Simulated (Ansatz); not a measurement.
## ZnS (model structure, started from the NiAs type, P6₃/mmc, No. 194, 4 atoms in the cell)

Level of theory: r²SCAN (PAW; Ansatz, a first-principles code).

Run with plane-wave cutoff 560 eV, 12×12×8 k mesh (along the axes of the cell as run), Fermi–Dirac smearing 0.01 eV, scalar-relativistic PAW data made under PBE.

Cell (relaxed at this level):

```cif
data_S2Zn2
_chemical_formula_sum 'Zn2 S2'
_space_group_name_H-M_alt 'P63/mmc'
_space_group_IT_number 194
_space_group_name_Hall '-P 6c 2c'
_cell_length_a 3.58973
_cell_length_b 3.58973
_cell_length_c 5.87985
_cell_angle_alpha 90.000
_cell_angle_beta 90.000
_cell_angle_gamma 120.000
loop_
_atom_site_label
_atom_site_type_symbol
_atom_site_symmetry_multiplicity
_atom_site_Wyckoff_symbol
_atom_site_fract_x
_atom_site_fract_y
_atom_site_fract_z
_atom_site_occupancy
Zn1 Zn 2 a 0.00000 0.00000 0.00000 1
S1 S 2 c 0.33333 0.66667 0.25000 1
```

band gap: 0.82 eV (on the SCF k mesh)
bulk modulus B0: 97.7 GPa

Note: the bulk modulus is −V dP/dV from two relaxed cells at ±2 % in volume; the relaxation could raise the start's symmetry but not lower it, so the cell can be a saddle point.

The computed numbers hold no vibrational or temperature effects.

A model structure was made by putting elements into a prototype or built by hand; it is no filed structure, need not be a known phase, and can be a saddle point held by its symmetry.
